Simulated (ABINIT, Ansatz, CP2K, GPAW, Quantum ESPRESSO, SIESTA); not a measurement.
## One structure in several programs: Li3Mg (Pm-3m, 4 atoms in the cell)

Self-consistent single point, at a second geometry (lattice scaled by 0.98). First geometry:

```
Li3Mg
1.0
    4.30430     0.00000     0.00000
    0.00000     4.30430     0.00000
    0.00000     0.00000     4.30430
Li Mg
3 1
Direct
  0.50000   0.50000   0.00000
  0.00000   0.50000   0.50000
  0.50000   0.00000   0.50000
  0.00000   0.00000   0.00000
```

Shared settings, as Ansatz (an electronic-structure program) writes them: kpoints.mp_grid.grid = 10 10 10; scf.occupations.method = gaussian; scf.occupations.width = 0.0073 Ry. Potentials and cutoffs stand in the table.

```
code                                                                                                                                      model  ΔF from the first geometry (meV/atom)  pressure (GPa)        cutoff
----------------  -----------------------------------------------------------------------------------------------------------------------------  -------------------------------------  --------------  ------------
Ansatz                                                                                                          PBEsol, PAW files made with PBE                                    5.0            1.35       30.9 Ry
ABINIT                                                           PBEsol, norm-conserving pseudopotentials (PseudoDojo nc-sr-04 PBEsol standard)                                    5.1            1.36         42 Ha
SIESTA            GGA PBEsol, numerical atomic orbitals DZP, PseudoDojo PBEsol standard norm-conserving potentials (rewritten from UPF to PSML)                                    7.6            1.80   grid 300 Ry
CP2K                                                                 PBEsol, GPW, DZVP-MOLOPT-SR-GTH basis, GTH-PBE potentials (GTH_POTENTIALS)                                   11.2            2.29  grid 1000 Ry
Quantum ESPRESSO                                                                           PBEsol, GBRV 1.5 ultrasoft (PBESOL) pseudopotentials                                    5.0            1.37         40 Ry
GPAW                                                                                      PBEsol, GPAW PAW datasets PBEsol (made by gpaw-setup)                                    5.3            1.41        850 eV
```

The spread over the programs that give each value: ΔF from the first geometry within 6.2 meV/atom; pressure within 0.94 GPa.

SIESTA and CP2K use small atom-centred bases, whose incompleteness enters pressures, forces and empty levels differently from a plane-wave cutoff. Ansatz's pressure is given at a fixed set of plane waves, as the other plane-wave codes print theirs.

The starting cell comes from a database of computed structures (which also holds hypothetical and non-ambient phases and stackings), without a prior relaxation at this level. Its lattice was rescaled by a random factor within 2.5 % of one. For this run, on top of that: lattice scaled by 0.98.

Left out of this page: Elk and FLEUR (not drawn, or without a comparable value).

Keys are those of Ansatz 0.2.
